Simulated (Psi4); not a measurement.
Psi4 1.11, PBE/def2-svp: O[Si@@H]1C[Si@H](Cl)C[SiH2]1, 16 atoms. The geometry is a generated start, not checked to be a minimum at this level.

```json
{
 "task": "gradient",
 "method": "pbe",
 "basis": "def2-svp",
 "memory": "7 GB",
 "scf_type": "df (default)",
 "guess": "auto, which took SAD (default)",
 "diis_max_vecs": "10 (default)",
 "scf_initial_accelerator": "adiis (default)",
 "e_convergence": "1e-08 (default)",
 "d_convergence": "1e-08 (default)",
 "basis functions (reference run)": "159",
 "grid points (reference run)": "2852100"
}
```

```xyz
16

O      2.7387    -0.9580    -0.3794
Si     1.2973    -0.7755     0.4204
C     -0.1576    -1.5068    -0.4840
Si    -1.5437    -0.3775     0.0550
Cl    -3.1928    -0.7639    -1.0993
C     -1.0732     1.4158    -0.1576
Si     0.6436     1.4783     0.5676
H      2.8360    -0.5492    -1.2552
H      1.4053    -1.3530     1.7808
H     -0.3373    -2.5484    -0.2039
H     -0.0129    -1.4571    -1.5676
H     -1.9299    -0.6516     1.4618
H     -1.7628     2.0891     0.3592
H     -1.0524     1.6883    -1.2174
H      1.5275     2.3387    -0.2627
H      0.6141     1.9309     1.9824
```
Charge 0, spin multiplicity 1.

The reference run has dft_radial_points = 200, dft_spherical_points = 974, dft_pruning_scheme = none (default); it is not itself proven converged. One run each, on a shared machine, so no times are given.

Settings tried, all else as in the reference:
- dft_radial_points = 150, dft_spherical_points = 770
- dft_radial_points = 99, dft_spherical_points = 590, dft_pruning_scheme = treutler
- dft_radial_points = 75 (default), dft_spherical_points = 302 (default), dft_pruning_scheme = robust
- dft_radial_points = 75 (default), dft_spherical_points = 302 (default)
- dft_radial_points = 75 (default), dft_spherical_points = 434
- dft_radial_points = 50, dft_spherical_points = 194
- dft_radial_points = 99, dft_spherical_points = 590, dft_pruning_scheme = robust
- dft_radial_points = 75 (default), dft_spherical_points = 302 (default), dft_pruning_scheme = treutler
- dft_radial_points = 99, dft_spherical_points = 590
- dft_radial_points = 25, dft_spherical_points = 50
- dft_radial_points = 35, dft_spherical_points = 110

Question: Sort the settings: which keep to the reference within 0.10 meV/atom in energy, 1.0 meV/Å in forces (largest component), and which don't?

Answer: Within it: dft_radial_points = 150, dft_spherical_points = 770. Outside: dft_radial_points = 99, dft_spherical_points = 590, dft_pruning_scheme = robust; dft_radial_points = 99, dft_spherical_points = 590; dft_radial_points = 75 (default), dft_spherical_points = 434; dft_radial_points = 75 (default), dft_spherical_points = 302 (default); dft_radial_points = 75 (default), dft_spherical_points = 302 (default), dft_pruning_scheme = robust; dft_radial_points = 75 (default), dft_spherical_points = 302 (default), dft_pruning_scheme = treutler; dft_radial_points = 50, dft_spherical_points = 194; dft_radial_points = 99, dft_spherical_points = 590, dft_pruning_scheme = treutler; dft_radial_points = 35, dft_spherical_points = 110; dft_radial_points = 25, dft_spherical_points = 50.

```json
[
 {"setting": "the reference", "grid points": "2852100", "energy against the reference": "—", "difference in forces (largest component)": "—"},
 {"setting": "dft_radial_points = 150, dft_spherical_points = 770", "grid points": "1701206", "energy against the reference": "under 0.001 meV/atom", "difference in forces (largest component)": "0.44 meV/Å"},
 {"setting": "dft_radial_points = 99, dft_spherical_points = 590, dft_pruning_scheme = robust", "grid points": "598973", "energy against the reference": "under 0.001 meV/atom", "difference in forces (largest component)": "1.3 meV/Å"},
 {"setting": "dft_radial_points = 99, dft_spherical_points = 590", "grid points": "863597", "energy against the reference": "under 0.001 meV/atom", "difference in forces (largest component)": "1.4 meV/Å"},
 {"setting": "dft_radial_points = 75 (default), dft_spherical_points = 434", "grid points": "483642", "energy against the reference": "−0.0025 meV/atom", "difference in forces (largest component)": "2.5 meV/Å"},
 {"setting": "dft_radial_points = 75 (default), dft_spherical_points = 302 (default)", "grid points": "336709", "energy against the reference": "+0.021 meV/atom", "difference in forces (largest component)": "5.6 meV/Å"},
 {"setting": "dft_radial_points = 75 (default), dft_spherical_points = 302 (default), dft_pruning_scheme = robust", "grid points": "228987", "energy against the reference": "+0.021 meV/atom", "difference in forces (largest component)": "5.7 meV/Å"},
 {"setting": "dft_radial_points = 75 (default), dft_spherical_points = 302 (default), dft_pruning_scheme = treutler", "grid points": "182523", "energy against the reference": "−0.34 meV/atom", "difference in forces (largest component)": "23 meV/Å"},
 {"setting": "dft_radial_points = 50, dft_spherical_points = 194", "grid points": "146710", "energy against the reference": "−0.047 meV/atom", "difference in forces (largest component)": "26 meV/Å"},
 {"setting": "dft_radial_points = 99, dft_spherical_points = 590, dft_pruning_scheme = treutler", "grid points": "441917", "energy against the reference": "−0.44 meV/atom", "difference in forces (largest component)": "32 meV/Å"},
 {"setting": "dft_radial_points = 35, dft_spherical_points = 110", "grid points": "58487", "energy against the reference": "−5.5 meV/atom", "difference in forces (largest component)": "91 meV/Å"},
 {"setting": "dft_radial_points = 25, dft_spherical_points = 50", "grid points": "19099", "energy against the reference": "+140 meV/atom", "difference in forces (largest component)": "550 meV/Å"}
]
```

Total energies are compared; such shifts often cancel in part in energy differences. The gradients leave out the derivatives of the grid weights. The tolerance is a choice made for this comparison.
